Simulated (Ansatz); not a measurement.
The starting structures come from a database of crystals and need not be the phases stable at ambient conditions.

 Where the default PAW files enter, the runs use the earlier of Ansatz's two default sets.

By PBEsol, the system below comes out a metal.

Consider the following.

```
Zr5Ge3
1.0
    8.07723     0.00000     0.00000
   -4.03862     6.99509     0.00000
    0.00000     0.00000     5.61993
Zr Ge
10 6
Direct
  0.25411   0.25411   0.75000
  0.74589   0.74589   0.25000
  0.00000   0.25411   0.25000
  0.00000   0.74589   0.75000
  0.74589   0.00000   0.75000
  0.25411   0.00000   0.25000
  0.33333   0.66667   0.50000
  0.66667   0.33333   0.50000
  0.66667   0.33333   0.00000
  0.33333   0.66667   0.00000
  0.00000   0.38805   0.75000
  0.00000   0.61195   0.25000
  0.61195   0.00000   0.25000
  0.38805   0.00000   0.75000
  0.61195   0.61195   0.75000
  0.38805   0.38805   0.25000
```

Space group of this cell: P6_3/mcm. The cell is taken as given; by PBEsol its mean pressure is -3.4 GPa.

The current flows along the normal of the first two printed cell vectors, the (001) plane of the conventional cell. No spin-orbit coupling; the value is a mean over 0.1 eV about the Fermi level.

### Question
Compute, with PBEsol (Ansatz, a quantum-chemistry and plane-wave program), the ballistic conductance per area.

### Answer
0.35 × 10¹⁵ S/m² for both spins.
